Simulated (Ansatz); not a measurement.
The reference is ZrC in the rock salt structure (space group Fm-3m, No. 225; relaxed with 0.1 eV smearing).

```yaml
crystal:
  lattice:
    - [0.00000, 2.33454, 2.33454]
    - [2.33454, 0.00000, 2.33454]
    - [2.33454, 2.33454, 0.00000]
  atoms:
    - { symbol: Zr, position: [0.00000, 0.00000, 0.00000] }
    - { symbol: C, position: [0.50000, 0.50000, 0.50000] }
```

Cartesian axes are those of the cell as printed.

Method: PBEsol (Ansatz, a quantum-chemistry and plane-wave program), spin-orbit coupling left out.

Base values:

```
Item                                Value
-----------------------------  ----------
Pressure                          0.0 GPa
Band gap                             zero
Shortest interatomic distance  4.412 bohr
```

The change: a pure shear with ε_xy = ε_yx = 0.0114, atoms relaxed at fixed cell.

**Question.** What does the calculation give for the pressure, energy relative to the base, band gap and shortest interatomic distance after the change?

**Answer.** The pressure (mean of the normal stresses, compression positive) is still 0.0 GPa; the energy increases by 3.2 meV/atom; the band gap is still zero; the shortest interatomic distance stays 4.412 bohr.

The cells carry an imposed strain or load. Stability against distortions was not tested. The final runs are not spin-polarised.
